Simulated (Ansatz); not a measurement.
**Harmonic thermodynamics of BN (zinc blende, F-43m)**

Per mole of formula units at the relaxed static volume; finite displacements on a 8×8×8 mesh, PBE in Ansatz (a program for electronic structure), k mesh 16×16×16; sums on an interpolated 16×16×16 mesh. Dynamical quadrupoles are not included in the interpolation of the phonons between the solved wave vectors. Zero-point energy 30.04 kJ/mol.

| T (K) | F_vib (kJ/mol) | S (J/mol/K) | C_V (J/mol/K) |
|---|---|---|---|
| 100 | 30.03 | 0.2 | 0.8 |
| 150 | 30.00 | 1.0 | 3.1 |
| 200 | 29.93 | 2.4 | 7.0 |
| 250 | 29.76 | 4.4 | 11.7 |
| 300 | 29.48 | 7.0 | 16.6 |
| 400 | 28.48 | 13.0 | 25.1 |
| 600 | ___ | ___ | ___ |
| 800 | 18.41 | 36.5 | 41.1 |
| 1000 | 10.13 | 46.0 | 44.0 |

### Question
Complete the blanks.

### Answer

- 600, F_vib (kJ/mol): 24.63
- 600, S (J/mol/K): 25.4
- 600, C_V (J/mol/K): 35.8

Whether this phase is the stable one at each condition was not tested.
